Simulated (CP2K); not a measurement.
Band structure of SnF3 (Fm-3m, 8 atoms in the cell).

```xyz
8
Lattice="6.0987 0.0000 0.0000 3.0494 5.2816 0.0000 3.0494 1.7605 4.9796" Properties=species:S:1:pos:R:3 pbc="T T T"
Sn     6.0987     3.5211     2.4898
Sn     0.0000     0.0000     0.0000
F      7.4904     2.7176     3.6261
F      4.7071     4.3246     1.3535
F      6.0987     1.9141     1.3535
F      6.0987     5.1281     3.6261
F      7.4904     4.3246     1.3535
F      4.7071     2.7176     3.6261
```

Method of the run: PBEsol, GPW, DZVP-MOLOPT-SR-GTH basis, GTH-PBE potentials (GTH_POTENTIALS) run with CP2K.

Settings: CUTOFF = 550 Ry; REL_CUTOFF = 50 Ry; SMEAR/METHOD = FERMI_DIRAC; ELECTRONIC_TEMPERATURE = 580.23 K; KPOINTS/SCHEME = MACDONALD 6 6 6 0.08333333333 0.08333333333 0.08333333333; XC_FUNCTIONAL = PBE:PBESOL; Sn/BASIS_SET = DZVP-MOLOPT-SR-GTH-q4; Sn/POTENTIAL = GTH-PBE-q4; F/BASIS_SET = DZVP-MOLOPT-SR-GTH-q7; F/POTENTIAL = GTH-PBE-q7; METHOD = GPW; EPS_DEFAULT = 1e-10; EXTRAPOLATION = USE_GUESS; NGRIDS = 5.

The starting cell comes from a database of computed structures (which also holds hypothetical and non-ambient phases and stackings), without a prior relaxation at this level. Its lattice was rescaled by a random factor within 2.5 % of one. Values carry the incompleteness of an atom-centred basis. The potentials were made for another functional than the one used.

Q: Predict the gap along the standard path and the places of the band edges.

A: The gap along the path is 2.84 eV, from W to L; the smallest direct gap on it is 3.35 eV.

Levels in eV from the top of the valence band on the SCF mesh, bands 22 to 26:
```json
[
 {"point": "Γ", "22": "-2.49", "23": "-2.49", "24": "-2.49", "25": "-2.37", "26": "5.23"},
 {"point": "X", "22": "-2.82", "23": "-2.82", "24": "-2.50", "25": "-0.01", "26": "4.48"},
 {"point": "W", "22": "-2.82", "23": "-2.64", "24": "-2.64", "25": "0.00", "26": "3.73"},
 {"point": "K", "22": "-2.79", "23": "-2.73", "24": "-2.57", "25": "-0.04", "26": "3.69"},
 {"point": "L", "22": "-2.67", "23": "-2.67", "24": "-2.61", "25": "-0.50", "26": "2.84"},
 {"point": "U", "22": "-2.79", "23": "-2.73", "24": "-2.57", "25": "-0.04", "26": "3.69"}
]
```

Higher empty bands are left out: an atom-centred basis made for the valence describes them poorly.
